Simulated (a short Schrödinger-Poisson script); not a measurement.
# Symmetric double-gate stack, SiO2 on p-type Si(111)

System: symmetric double-gate stack, SiO2 on p-type Si(111), at 300 K.

| layer | material | thickness (nm) | Na (cm⁻³) |
|---|---|---|---|
| 1 | SiO2 | 2.3 | - |
| 2 | Si | 8 | 3e17 |
| 3 | SiO2 | 2.3 | - |

The device is made up for the run: typed textbook-type constants, with dimensions and the other settings drawn at random. SiO2: permittivity 3.9, conduction-band edge (eV) 3.15, gap (eV) 9, electron mass (mₑ) 0.5. Si: permittivity 11.7, conduction-band edge (eV) 0, gap (eV) 1.124, Nv at 300 K (cm⁻³) 3.1e19.

Channel valleys (confinement mass, in-plane density-of-states mass, number): Δ6 0.258, 0.358, 6. At the gates, both at one voltage, the conduction-band edge of layer 1 lies 3.35 eV − eVg above the Fermi level of the channel. Gaps are held at their typed values at every temperature. Mesh 0.03 nm at interfaces.

From a short Schrödinger-Poisson script (our own, NumPy): 1D Poisson equation in equilibrium, electrons quantum, Hartree (BenDaniel-Duke, 12 states a valley, the channel's in-plane mass for all, wave functions free to enter the dielectric), parabolic valleys, classical holes, full ionisation, no traps, pinning or gate leakage.

```tsv
Vg (V)	electrons (cm⁻²)	C (μF/cm²)	Δ6 E0 (meV)	Δ6 E1 (meV)
-0.2	1.23e6	< 0.003	435.7	494.2
-0.1	5.89e7	< 0.003	335.7	394.2
0	2.80e9	0.0176	235.9	294.3
0.1	1.02e11	0.502	142.8	200.9
0.2	7.82e11	1.56	90.2	145.7
0.3	1.90e12	1.95	67.3	118.7
0.4	3.17e12	2.11	54.0	101.4
0.5	4.52e12	2.21	44.9	88.4
0.6	5.92e12	2.28	38.1	78.0
0.7	7.36e12	2.33	32.6	69.3
0.8	8.83e12	2.37	28.1	61.8
0.9	1.03e13	2.41	24.2	55.3
1	1.18e13	2.44	20.8	49.6
1.1	1.34e13	2.47	17.7	44.4
1.2	1.49e13	2.49	15.0	39.8
1.3	1.65e13	2.51	12.5	35.6
1.4	1.81e13	2.53	10.2	31.7
1.5	1.96e13	2.55	8.0	28.1
1.6	2.12e13	2.56	5.9	24.8
1.7	2.28e13	2.58	4.0	21.7
```

Gate voltages with under 1e6 electrons/cm² are left out.

Subbands count from the Fermi level. The capacitance is that of both gates.
